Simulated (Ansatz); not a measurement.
Seebeck coefficient (μV/K, mean over directions) of n-type Sr3AsN (Pm-3m) against carrier density, PBEsol, rigid bands (Ansatz, a first-principles code). Computed gap 0.38 eV; densities at which minority carriers matter at this gap, or further valleys turn the trend, are left out. Conductivity mass 0.34 mₑ (harmonic mean over directions), N_c = 1.0e19 cm⁻³ at 300 K.

```tsv
electron density	300 K
1e17 cm⁻³	-620
1e18 cm⁻³	(withheld)
3e18 cm⁻³	(withheld)
1e19 cm⁻³	-233
3e19 cm⁻³	(withheld)
1e20 cm⁻³	-88
3e20 cm⁻³	-49
1e21 cm⁻³	-25
```

Some entries are withheld; supply them.


- 1e18 cm⁻³, 300 K: -422
- 3e18 cm⁻³, 300 K: -330
- 3e19 cm⁻³, 300 K: -154

Rigid bands with a gap fixed in temperature, one relaxation time for all states, no polarons or phonon drag, and whether or not such doping can be reached. Spin-orbit coupling is left out.

Computed structure with no diffraction record at hand here (it may be known, metastable or hypothetical): Sr3AsN (Pm-3m).
